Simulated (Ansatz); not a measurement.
The reference is SiS2 (space group Ibam, No. 72; a = 5.803 Å, b = 9.892 Å, c = 5.546 Å; made of chains).

All numbers come from r2SCAN in Ansatz (plane waves to 500 eV, PAW, without spin-orbit coupling).

Carriers are added at fixed cell with a uniform background; the Fermi–Dirac width is that of 300 K.

One change was made to it. Results:

```json
[
 {"quantity": "Fermi level relative to the doped band's edge (positive inside the band; to 0.05 eV)", "base": "–", "after": "+0.45 eV"},
 {"quantity": "gap between the host's bands", "base": "3.31 eV", "after": "3.61 eV"}
]
```

Q: Name the change that was made.
(A) electrons 2.0×10^21 cm⁻³
(B) electrons 1.0×10^22 cm⁻³
(C) holes 7.0×10^21 cm⁻³
(D) holes 2.0×10^21 cm⁻³

A: C, holes 7.0×10^21 cm⁻³. For comparison, the gap between the host's bands in the other runs: electrons 1.0×10^22 cm⁻³ gives 2.93 eV; electrons 2.0×10^21 cm⁻³ gives 3.24 eV; holes 2.0×10^21 cm⁻³ gives 3.40 eV.

Carriers are added with a uniform compensating background; total energy and stress of such cells depend on the potential's zero and are not compared; many-body gap narrowing is missing at this level. No phonon test of stability was made. No dispersion term is included, though the crystal is made of layers, chains or molecules, so its spacings can come out too wide.

Ansatz is a quantum-chemistry and plane-wave program.
